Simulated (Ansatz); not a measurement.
Take Ag in the fcc (Cu type) structure (space group Fm-3m, No. 225; a = 4.1043 Å; relaxed with 0.1 eV smearing) as the base.

Level of theory: r2SCAN, PAW, 500 eV (Ansatz, a first-principles code; no spin-orbit coupling).

Strains are applied to the cell and any free atomic positions relax.

One change was made to it. Results:

```tsv
quantity	base	after
energy relative to the base (free energy F)	0 meV/atom	+1.3 meV/atom
pressure	0.0 GPa	1.6 GPa
```

Problem. Which change produced these results?
(A) isotropic strain −3.00 %
(B) isotropic strain −0.50 %
(C) isotropic strain −1.50 %
(D) isotropic strain −2.00 %
(E) isotropic strain −1.00 %

Solution. B, isotropic strain −0.50 %. For comparison, the energy relative to the base in the other runs: isotropic strain −3.00 % gives +52 meV/atom; isotropic strain −1.50 % gives +12 meV/atom; isotropic strain −2.00 % gives +22 meV/atom; isotropic strain −1.00 % gives +5.2 meV/atom.

Whether these cells are dynamically stable was not tested.
